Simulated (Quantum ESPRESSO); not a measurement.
# Effort and miss along a sweep of K_POINTS: CsPbBr₃ (Pm-3m, 5 atoms in the cell)

```
CELL_PARAMETERS angstrom
      5.94863     0.00000     0.00000
      0.00000     5.94863     0.00000
      0.00000     0.00000     5.94863
ATOMIC_POSITIONS crystal
  Cs 0.00000 0.00000 0.00000
  Pb 0.50000 0.50000 0.50000
  Br 0.50000 0.50000 0.00000
  Br 0.00000 0.50000 0.50000
  Br 0.50000 0.00000 0.50000
```

Level of theory: PBE, GBRV 1.5 ultrasoft (PBE) pseudopotentials (plane waves; Quantum ESPRESSO).

Base settings: ecutwfc = 40 Ry; ecutrho = 200 Ry; occupations = fixed; potentials = {Cs: cs_pbe_v1.uspp.F.UPF, Pb: pb_pbe_v1.uspp.F.UPF, Br: br_pbe_v1.4.uspp.F.UPF}; K_POINTS = automatic 4 4 4 0 0 0; nbnd = 28; conv_thr = 1e-10 Ry.

Misses are taken against the tightest run, automatic 14 14 14 0 0 0, which need not be fully converged itself. The energy is the free energy per atom.

The count of work is k-points × plane waves × bands × iterations; it is no time, and leaves out set-up, grids and terms that scale otherwise. Core times come from one kind of shared machine and are given to one figure; runs under 30 s give none.

The starting cell comes from a database of computed structures (which also holds hypothetical and non-ambient phases and stackings), without a prior relaxation at this level.

The runs (K_POINTS): automatic 1 1 1 0 0 0 | automatic 2 2 2 0 0 0 | automatic 3 3 3 0 0 0 | automatic 4 4 4 0 0 0 | automatic 5 5 5 0 0 0 | automatic 6 6 6 0 0 0 | automatic 8 8 8 0 0 0 | automatic 9 9 9 0 0 0 | automatic 11 11 11 0 0 0 | automatic 14 14 14 0 0 0.

Which is the coarsest setting among those run that, with all tighter ones, holds the energy within 10 meV/atom of the reference, and what does it save?

automatic 4 4 4 0 0 0, off by 5.8 meV/atom; it needs 0.092 of the reference's count of work and about 0.2 of the reference's time.

Which is the coarsest setting among those run that, with all tighter ones, holds the energy within 1 meV/atom of the reference, and what does it save?

automatic 6 6 6 0 0 0, off by 0.51 meV/atom; it needs 0.17 of the reference's count of work and about 0.3 of the reference's time.

For at most 0.05 times the reference's count of work, which run misses the energy least?

automatic 3 3 3 0 0 0, with a miss of 22 meV/atom at a count of 0.033.

```
K_POINTS                  energy less reference (meV/atom)  pressure less reference (GPa)  count of work / reference  core time / reference (rough)
------------------------  --------------------------------  -----------------------------  -------------------------  -----------------------------
automatic 1 1 1 0 0 0                              -630.79                          -2.52                     0.0073                            0.1
automatic 2 2 2 0 0 0                               124.68                           1.18                      0.033                            0.2
automatic 3 3 3 0 0 0                               -21.57                          -0.26                      0.033                            0.2
automatic 4 4 4 0 0 0                                 5.81                           0.09                      0.092                            0.2
automatic 5 5 5 0 0 0                                -1.60                          -0.03                      0.083                            0.2
automatic 6 6 6 0 0 0                                 0.51                           0.01                       0.17                            0.3
automatic 8 8 8 0 0 0                                 0.06                           0.00                       0.29                            0.4
automatic 9 9 9 0 0 0                                -0.02                           0.00                       0.29                            0.3
automatic 11 11 11 0 0 0                              0.00                           0.00                       0.47                            0.4
automatic 14 14 14 0 0 0                              0.00                           0.00                        1.0                              1
```
